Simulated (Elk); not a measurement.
Input and output of a self-consistent single point for NbIr3 (Pm-3m, 4 atoms in the cell) (Elk)

Level of theory: LDA (PW92), all-electron FP-LAPW, Elk's shipped species files, APW+lo basis with extra local orbitals (Elk).

This input was run:

```
tasks
  0

tforce
  .true.

rgkmax
  7.5

gmaxvr
  18.0

lmaxapw
  10

lmaxo
  8

nxlo
  2

lorbcnd
  .true.

lradstp
  2

nrmtscf
  2.0

rmtscf
  0.88

lmaxi
  4

swidth
  0.00183747

maxscl
  100

scale
  1.889726125

avec
    3.9439350000    0.0000000000    0.0000000000
    0.0000000000    3.9439350000    0.0000000000
    0.0000000000    0.0000000000    3.9439350000

sppath
  './'

atoms
  2
  'Nb.in'
  1
  0.0000000000  0.0000000000  0.0000000000    0.0 0.0 0.0
  'Ir.in'
  3
  0.5000000000  0.5000000000  0.0000000000    0.0 0.0 0.0
  0.0000000000  0.5000000000  0.5000000000    0.0 0.0 0.0
  0.5000000000  0.0000000000  0.5000000000    0.0 0.0 0.0

ngridk
  8 8 8
```

The program printed (abridged):

```
│ Elk code version 10.2.4 │

All units are atomic (Hartree, Bohr, etc.)

│ Ground-state run starting from atomic densities │

Lattice vectors :
   7.452957005       0.000000000       0.000000000
   0.000000000       7.452957005       0.000000000
   0.000000000       0.000000000       7.452957005

Unit cell volume      :    413.9861839
Brillouin zone volume :   0.5991751007

Muffin-tin inner radius fraction :   0.1000000000E-01

Nuclei treated as point charges

Species :    1 (Nb)
 parameters loaded from : Nb.in
 name : niobium
 nuclear charge    :   -41.00000000
 electronic charge :    41.00000000
 atomic mass :    169357.9703
 muffin-tin radius :    2.288000000
 number of radial points in muffin-tin :   1199
 atomic positions (lattice), magnetic fields (Cartesian) :
   1 :   0.00000000  0.00000000  0.00000000    0.00000000  0.00000000  0.00000000

Species :    2 (Ir)
 parameters loaded from : Ir.in
 name : iridium
 nuclear charge    :   -77.00000000
 electronic charge :    77.00000000
 atomic mass :    350390.1559
 muffin-tin radius :    2.464000000
 number of radial points in muffin-tin :   1399
 atomic positions (lattice), magnetic fields (Cartesian) :
   1 :   0.50000000  0.50000000  0.00000000    0.00000000  0.00000000  0.00000000
   2 :   0.00000000  0.50000000  0.50000000    0.00000000  0.00000000  0.00000000
   3 :   0.50000000  0.00000000  0.50000000    0.00000000  0.00000000  0.00000000

Total number of atoms per unit cell :    4

Spin treatment :
 spin-unpolarised

Number of Bravais lattice symmetries :   48
Number of crystal symmetries         :   48
Crystal has inversion symmetry
Real symmetric eigensolver will be used

k-point grid :      8     8     8
k-point offset :    0.000000000       0.000000000       0.000000000
k-point set is reduced with full crystal symmetry group
Total number of k-points :       35

Muffin-tin radius times maximum |G+k| :    7.500000000
 using average radius
   [... lines left out ...]
 potential will be trimmed for |G| > 2 gkmax
Constant for pseudocharge density :   11
Radial integration step length :    2

G-vector grid sizes :     45    45    45
Number of G-vectors :    40651

Maximum angular momentum used for
 APW functions                      :   10
 outer part of muffin-tin           :    8
 inner part of muffin-tin           :    4

Total nuclear charge    :   -272.0000000
Total core charge       :    172.0000000
Total valence charge    :    100.0000000
Total excess charge     :    0.000000000
Total electronic charge :    272.0000000

Effective Wigner radius, rₛ :   0.7135801788

Number of empty states         :   16
Total number of valence states :   66
Total number of core states    :  172

Conduction state local-orbitals added automatically
Total number of local-orbitals :  511

Exchange-correlation functional :      3     0     0
 Perdew-Wang/Ceperley-Alder, Phys. Rev. B 45, 13244 (1992)
 gradient requirement :    0
 local density approximation (LDA)

Smearing type :    3
 Fermi-Dirac
Smearing width :   0.1837470000E-02
Effective electronic temperature (K) :    580.2271348

Mixing type :    3
 Broyden mixing, J. Phys. A: Math. Gen. 17, L317 (1984)

Kohn-Sham potential initialised from atomic data
│ Self-consistent loop started │
│ Loop number : 1 │
 total energy                :     -57393.6712555
│ Loop number : 2 │
 total energy                :     -57392.9536450
RMS change in Kohn-Sham potential (target) :   0.1397756628     (  0.1000000000E-05)
Absolute change in total energy (target)   :   0.7176105453     (  0.1000000000E-03)
│ Loop number : 3 │
 total energy                :     -57390.9661059
RMS change in Kohn-Sham potential (target) :   0.9635279522E-01 (  0.1000000000E-05)
Absolute change in total energy (target)   :    2.166941744     (  0.1000000000E-03)
│ Loop number : 4 │
 total energy                :     -57389.4646587
RMS change in Kohn-Sham potential (target) :   0.8818200371E-01 (  0.1000000000E-05)
Absolute change in total energy (target)   :    2.043182650     (  0.1000000000E-03)
│ Loop number : 5 │
 total energy                :     -57381.4285307
RMS change in Kohn-Sham potential (target) :   0.6187735530E-01 (  0.1000000000E-05)
Absolute change in total energy (target)   :    8.546923660     (  0.1000000000E-03)
   [... lines left out ...]
Absolute change in total energy (target)   :   0.1248461637E-01 (  0.1000000000E-03)
│ Loop number : 14 │
 total energy                :     -57360.7887515
RMS change in Kohn-Sham potential (target) :   0.3076529871E-05 (  0.1000000000E-05)
Absolute change in total energy (target)   :   0.4889374773E-02 (  0.1000000000E-03)
│ Loop number : 15 │
 total energy                :     -57360.7888697
RMS change in Kohn-Sham potential (target) :   0.6616118536E-06 (  0.1000000000E-05)
Absolute change in total energy (target)   :   0.1104120158E-02 (  0.1000000000E-03)
│ Loop number : 16 │
 total energy                :     -57360.7889481
RMS change in Kohn-Sham potential (target) :   0.3083276835E-06 (  0.1000000000E-05)
Absolute change in total energy (target)   :   0.1976592757E-03 (  0.1000000000E-03)
│ Loop number : 17 │
 total energy                :     -57360.7889694
RMS change in Kohn-Sham potential (target) :   0.8510095772E-07 (  0.1000000000E-05)
Absolute change in total energy (target)   :   0.2809945727E-04 (  0.1000000000E-03)
Convergence targets achieved

│ Loop number : 18 │

Energies :
 Fermi                       :     0.502100683622
 sum of eigenvalues          :     -35095.7304372
 electron kinetic            :      64959.7243106
 core electron kinetic       :      62575.0686543
 Coulomb                     :     -121188.375945
 Coulomb potential           :     -98552.7687236
 nuclear-nuclear             :     -4645.90596439
 electron-nuclear            :     -134532.171237
 Hartree                     :      17989.7012566
 Madelung                    :     -71911.9915828
 xc potential                :     -1502.68602413
 exchange                    :     -1104.22566021
 correlation                 :     -27.9111051760
 electron entropic           :    -0.544181256412E-03
 total energy                :     -57360.7889436

Density of states at Fermi energy :    50.96353344
 (states/Hartree/unit cell)

Estimated indirect band gap :   0.9452416520E-03
 from k-point      7 to k-point      5
Estimated direct band gap   :   0.1527481682E-01
 at k-point      3

Charges :
 core                        :    172.0000000
 valence                     :    100.0000000
 interstitial                :    7.679601531
 muffin-tins (core leakage)
  species :    1 (Nb)
   atom    1                 :    38.26224661     (  0.9848112715E-05)
  species :    2 (Ir)
   atom    1                 :    75.35271729     (  0.1334795370E-02)
   atom    2                 :    75.35271729     (  0.1334795370E-02)
   atom    3                 :    75.35271729     (  0.1334795370E-02)
 total in muffin-tins        :    264.3203985
 total calculated charge     :    271.9957669
 total charge                :    272.0000000
 error                       :   0.4233066179E-02

│ Self-consistent loop stopped │

Forces :
 species :    1 (Nb)
  atom :    1
   Hellmann-Feynman          :    -0.00000000    0.00000000    0.00000000
   IBS                       :     0.00000000   -0.00000000    0.00000000
   total force               :     0.00000000   -0.00000000    0.00000000
   total magnitude           :     0.00000000
 species :    2 (Ir)
  atom :    1
   Hellmann-Feynman          :     0.00000000   -0.00000000    0.00000000
   IBS                       :    -0.00000000    0.00000000    0.00000000
   total force               :     0.00000000    0.00000000    0.00000000
   total magnitude           :     0.00000000
  atom :    2
   Hellmann-Feynman          :     0.00000000    0.00000000    0.00000000
   IBS                       :    -0.00000000   -0.00000000    0.00000000
   total force               :    -0.00000000   -0.00000000    0.00000000
   total magnitude           :     0.00000000
  atom :    3
   Hellmann-Feynman          :     0.00000000    0.00000000    0.00000000
   IBS                       :    -0.00000000   -0.00000000    0.00000000
   total force               :    -0.00000000   -0.00000000    0.00000000
   total magnitude           :     0.00000000
```

The run converged in 18 iterations. The count includes the last loop, which Elk runs after its targets are met.

The starting cell comes from a database of computed structures (which also holds hypothetical and non-ambient phases and stackings), without a prior relaxation at this level. Its lattice was rescaled by a random factor within 2.5 % of one. Spin-orbit coupling is off. Spin polarisation is off. Values depend on the basis (sphere radii, cutoffs, local orbitals), which need not be converged. The log's line on a gap gives a spacing of levels on this mesh, which the program prints for metals too.
